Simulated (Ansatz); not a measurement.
Electronic density of states of amorphous Hf18O41Nb2, density 8.77 g/cm³, on a 2×2×2 Γ-centred mesh with a Gaussian width of 0.1 eV; energies count from the Fermi level, whose place inside the gap is arbitrary. Cell and mesh are small, so fine structure isn't converged. Method: PBE, scalar-relativistic without spin-orbit coupling (plane waves to 420 eV, PAW; Ansatz, a first-principles code). Sampling: a 2×2×2 Γ-centred mesh; Fermi-Dirac width 0.02 eV; no spin polarisation. At PBE the levels at both edges of the gap are localised (band-tail or defect states), and the nearest spread-out levels lie 4.1 eV apart at the zone centre.

A CHGNet melt-quench gave the starting glass, which DFT then relaxed. O atoms were pushed apart under 1.9 Å during the dynamics, to hinder bonds among them. The hot cell started wider than the set density and was brought back towards it in steps. It is the lowest in DFT energy of 2 quenches. It is a model cell: composition and starting density were chosen by hand, and all elements were melted together. No dispersion term was used. Its density started from a set value of 8.49 and ended at 8.77 g/cm³. The simulated quench (nominally 300 K/ps over its main leg) is rapid and tends to freeze in more defects than a deposited or slowly cooled glass has. Values belong to this one cell and scatter from quench to quench. Volume and shape were free in the relaxation. On a 2×2×2 Γ-centred mesh force components of up to 0.13 eV/Å stay, since the relaxation ran on the zone centre alone.

(E - EF (eV), states/(eV atom)): (-12.00, 3.74); (-11.90, 5.13); (-11.80, 5.62); (-11.70, 3.67); (-11.60, 1.82); (-11.50, 0.49); (-11.40, 0.04); (-11.30, 0.00); (-11.20, 0.00); (-11.10, 0.00); (-11.00, 0.00); (-10.90, 0.00); (-10.80, 0.00); (-10.70, 0.00); (-10.60, 0.00); (-10.50, 0.00); (-10.40, 0.00); (-10.30, 0.00); (-10.20, 0.00); (-10.10, 0.00); (-10.00, 0.00); (-9.90, 0.00); (-9.80, 0.00); (-9.70, 0.00); (-9.60, 0.00); (-9.50, 0.00); (-9.40, 0.00); (-9.30, 0.00); (-9.20, 0.00); (-9.10, 0.00); (-9.00, 0.00); (-8.90, 0.00); (-8.80, 0.00); (-8.70, 0.00); (-8.60, 0.00); (-8.50, 0.00); (-8.40, 0.00); (-8.30, 0.00); (-8.20, 0.00); (-8.10, 0.00); (-8.00, 0.00); (-7.90, 0.00); (-7.80, 0.00); (-7.70, 0.00); (-7.60, 0.00); (-7.50, 0.00); (-7.40, 0.00); (-7.30, 0.00); (-7.20, 0.00); (-7.10, 0.00); (-7.00, 0.05); (-6.90, 0.20); (-6.80, 0.31); (-6.70, 0.39); (-6.60, 0.37); (-6.50, 0.37); (-6.40, 0.49); (-6.30, 0.58); (-6.20, 0.57); (-6.10, 0.66); (-6.00, 0.71); (-5.90, 0.71); (-5.80, 0.77); (-5.70, 0.77); (-5.60, 0.79); (-5.50, 0.81); (-5.40, 0.82); (-5.30, 0.86); (-5.20, 0.83); (-5.10, 0.79); (-5.00, 0.80); (-4.90, 0.77); (-4.80, 0.80); (-4.70, 0.81); (-4.60, 0.81); (-4.50, 0.85); (-4.40, 0.85); (-4.30, 0.79); (-4.20, 0.76); (-4.10, 0.80); (-4.00, 0.85); (-3.90, 0.85); (-3.80, 0.86); (-3.70, 0.90); (-3.60, 0.86); (-3.50, 0.83); (-3.40, 0.86); (-3.30, 0.88); (-3.20, 0.92); (-3.10, 0.92); (-3.00, 0.89); (-2.90, 0.93); (-2.80, 0.92); (-2.70, 0.89); (-2.60, 0.94); (-2.50, 0.95); (-2.40, 0.88); (-2.30, 0.78); (-2.20, 0.75); (-2.10, 0.75); (-2.00, 0.68); (-1.90, 0.65); (-1.80, 0.54); (-1.70, 0.40); (-1.60, 0.30); (-1.50, 0.26); (-1.40, 0.14); (-1.30, 0.02); (-1.20, 0.00); (-1.10, 0.00); (-1.00, 0.00); (-0.90, 0.00); (-0.80, 0.00); (-0.70, 0.00); (-0.60, 0.00); (-0.50, 0.00); (-0.40, 0.00); (-0.30, 0.00); (-0.20, 0.00); (-0.10, 0.00); (0.00, 0.00); (0.10, 0.00); (0.20, 0.00); (0.30, 0.00); (0.40, 0.00); (0.50, 0.00); (0.60, 0.00); (0.70, 0.00); (0.80, 0.00); (0.90, 0.00); (1.00, 0.00); (1.10, 0.00); (1.20, 0.00); (1.30, 0.03); (1.40, 0.16); (1.50, 0.25); (1.60, 0.17); (1.70, 0.04); (1.80, 0.00); (1.90, 0.03); (2.00, 0.15); (2.10, 0.17); (2.20, 0.13); (2.30, 0.13); (2.40, 0.17); (2.50, 0.25); (2.60, 0.27); (2.70, 0.30); (2.80, 0.40); (2.90, 0.53); (3.00, 0.52); (3.10, 0.44); (3.20, 0.53); (3.30, 0.58); (3.40, 0.60); (3.50, 0.63); (3.60, 0.67); (3.70, 0.66); (3.80, 0.66); (3.90, 0.70); (4.00, 0.75); (4.10, 0.82); (4.20, 0.83); (4.30, 0.77); (4.40, 0.71); (4.50, 0.71); (4.60, 0.79); (4.70, 0.73); (4.80, 0.65); (4.90, 0.67); (5.00, 0.66)

The gap between localised states on this mesh is 2.86 eV; the broadening fills part of it in the curve.
